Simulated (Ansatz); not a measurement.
Sb2O3 (Fd-3m, No. 227) was calculated with LDA (PAW; Ansatz, an electronic-structure program).

Numerical settings: plane-wave cutoff 500 eV, 6×6×6 k mesh, gaussian smearing 0.02 eV, scalar-relativistic PAW data made under PBE.

Cell (relaxed at this level):

```cif
data_O48Sb32
_chemical_formula_sum 'Sb32 O48'
_space_group_name_H-M_alt 'Fd-3m :1'
_space_group_IT_number 227
_space_group_name_Hall 'F 4d 2 3 -1d'
_cell_length_a 10.84042
_cell_length_b 10.84042
_cell_length_c 10.84042
_cell_angle_alpha 90.000
_cell_angle_beta 90.000
_cell_angle_gamma 90.000
loop_
_atom_site_label
_atom_site_type_symbol
_atom_site_symmetry_multiplicity
_atom_site_Wyckoff_symbol
_atom_site_fract_x
_atom_site_fract_y
_atom_site_fract_z
_atom_site_occupancy
Sb1 Sb 32 e 0.38101 0.38101 0.38101 1
O1 O 48 f 0.00000 0.00000 0.30743 1
```
(The calculation used a cell of 20 atoms; values per cell refer to that cell.)

**Question.** Predict the band gap.

**Answer.** 
band gap: 2.76 eV (on the SCF k mesh)

Note: the relaxation could not lower the start's symmetry, so the cell can be a saddle point above a distorted one; the volume lies 7 % below that of the published cell.

Spin–orbit coupling is not included.

The result took roughly 8 core-minutes.
